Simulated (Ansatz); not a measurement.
The parent structure is Mo in the bcc (W type) structure (space group Im-3m, No. 229).

Space group Im-3m (No. 229); a = b = c = 3.161 Å, α = β = γ = 90.00°

```tsv
atom	site	symmetry	x	y	z
Mo	2a	m-3m	0.0000	0.0000	0.0000
```
(The calculation used a cell of 1 atom; values per cell refer to that cell.)

All numbers come from PBE in Ansatz (plane waves to 420 eV, PAW, no spin-orbit coupling), earlier PAW set.

One change was made to it. Results:

| quantity | base | after |
|---|---|---|
| density | 10.09 g/cm³ | 11.50 g/cm³ |
| shortest interatomic distance | 2.737 Å | 2.620 Å |

Q: What was done to the base?
A) pressure 45 GPa
B) pressure 4.2 GPa
C) pressure 1.8 GPa

A: A, pressure 45 GPa. For comparison, the density in the other runs: pressure 4.2 GPa gives 10.25 g/cm³; pressure 1.8 GPa gives 10.16 g/cm³.

Load acts through the strain it causes; cell and atoms are relaxed under it. Whether these cells are dynamically stable was not tested. Competing high-pressure phases were not computed. The final runs are not spin-polarised.

Ansatz is a program for electronic structure.
